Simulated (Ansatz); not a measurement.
The parent structure is InAs in the zinc blende structure (space group F-43m, No. 216; a = 6.186 Å).

Modification: a hydrostatic pressure of 60 GPa.

Levels (all Ansatz, a first-principles code, PAW): PBE (420 eV, no SOC); r2SCAN (500 eV, no spin-orbit coupling).

The geometry is relaxed with PBE.

| Quantity | Value |
|---|---|
| PBE smallest direct gap | 1.57 eV |
| PBE electron mass | 1.5 mₑ along k, 0.21 mₑ across (at X) |
| PBE lowest conduction level above the VBM at special points | X 0.69 eV; Γ 1.57 eV; U 1.63 eV; K 1.63 eV |

With r2SCAN at the same geometry, the smallest direct gap rises by 0.56 eV to 2.13 eV; the electron mass changes from 1.5 mₑ along k, 0.21 mₑ across (at X) to 1.4 mₑ along k, 0.21 mₑ across (at X); the lowest conduction level above the VBM at special points changes from X 0.69 eV; Γ 1.57 eV; U 1.63 eV; K 1.63 eV to X 1.00 eV; Γ 2.13 eV; U 1.97 eV; K 1.97 eV.

Single points use the geometry relaxed with PBE. Their cutoffs differ, which shifts pressures a little. Load acts through the strain it causes; cell and atoms are relaxed under it. Effective masses come from finite differences of ±0.01 Å⁻¹. Along k means along the line from Γ to the band edge. Whether these cells are dynamically stable was not tested. All final runs are without spin polarisation. Measured, InAs leaves this structure (for rock salt) near 7 GPa (temperature not stated; as listed in Datta, Sujoy, Jana, Debnarayan, arXiv (2020)).
